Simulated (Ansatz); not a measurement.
## Au on the 1x1 (111) surface of fcc Pd, one in a 2x2 cell, started at the site 'bridge Pd-Pd (span 2.8 Å)'

All values below come from PBE (plane waves to 420 eV, PAW; Ansatz, an electronic-structure program).

Set-up: 17 atoms, 6.8 Å thick at the start under the adsorbate (thin: gaps and levels are the slab's own); mesh 6x6x1; 0.1 eV smearing; dipole correction on; 8 atoms held, the rest relaxed; symmetry of the start imposed; no spin, no spin-orbit, no U, no dispersion correction. At the end it is bonded to 3 Pd. In PBE it is, or lies within 0.03 eV of, the lowest of the starts that converged.

```yaml
adsorption energy against an atom of fcc Au: 0.38 eV
work_function_of_the_top_face: 4.72 eV
change_of_the_work_function: -0.51 eV
change_of_the_step_from_the_bottom_to_the_top_vacuum_level_against_the_clean_slab: -0.50 eV
energy_released_by_relaxation: 0.38 eV
height of the binding atom over the mean of the host atoms within 0.3 Å of the top one: 2.109 Å
nearest_host_atoms_of_the_binding_atom: Pd at 2.68 Å, Pd at 2.68 Å, Pd at 2.68 Å
largest_move_of_a_host_atom: 0.03 Å
note: in the relaxation the adsorbate left its starting site by 0.8 Å
cost: roughly 22 core-minutes
```

A negative adsorption energy means that the adsorbate is more stable on the surface than in its reference.
